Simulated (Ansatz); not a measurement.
Fluorite PbF2 (high-temperature phase), treated with PBE in Ansatz (PAW).

Settings: plane-wave cutoff 500 eV, 10×10×10 k mesh, gaussian smearing 0.02 eV, scalar-relativistic PAW data made under PBE.

Cell (relaxed at this level):

```
CELL_PARAMETERS angstrom
      0.00000     3.00054     3.00054
      3.00054     0.00000     3.00054
      3.00054     3.00054     0.00000
ATOMIC_POSITIONS crystal
  Pb 0.00000 0.00000 0.00000
  F  0.25000 0.25000 0.25000
  F  0.75000 0.75000 0.75000
```

Task: What does this level give for the band gap?

Result: 
band gap: 4.43 eV (on the SCF k mesh)

Spin–orbit coupling is not included; with these elements it can move the gap by several tenths of an eV or more.

Cost on a shared machine: very roughly 18 core-seconds.

Ansatz is a quantum-chemistry and plane-wave program.
